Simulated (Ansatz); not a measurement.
Functionals compared on CO on the 1x1 (0001) surface of hcp Ti, one in a 2x2 cell, started at the site 'bridge Ti-Ti (span 2.9 Å)', in Ansatz (plane waves, PAW). The structure was relaxed with PBE; the other rows are single points on it, each with its references at the same level. Cutoff 420 eV (500 eV for r2SCAN).

Slab: 18 atoms, 6.8 Å thick at the start under the adsorbate (thin: gaps and levels are the slab's own); k 6x6x1, smearing 0.1 eV, dipole-corrected; 8 atoms held, the rest relaxed; start symmetry kept, larger cells not searched; no spin, no spin-orbit, no U, no dispersion correction. At the end it is bonded to 3 Ti. In PBE it is, or lies within 0.03 eV of, the lowest of the starts that converged. These notes are the PBE run's. Adsorption energies are against CO(g). A negative adsorption energy means that the adsorbate is more stable on the surface than in its reference.

```tsv
functional	adsorption energy (eV)	work function of the top face (eV)	change of the work function (eV)	rough cost of the single point
PBE	-1.90	5.26	0.86	–
RPBE	-1.61	5.13	0.84	very roughly 70 core-seconds
r2SCAN	___	___	___	roughly 3.0 core-minutes
```

**Question.** Fill in the missing entries.

**Answer.** 
- r2SCAN, adsorption energy (eV): -2.09
- r2SCAN, work function of the top face (eV): 5.35
- r2SCAN, change of the work function (eV): 0.83

Ansatz is a program for electronic structure.
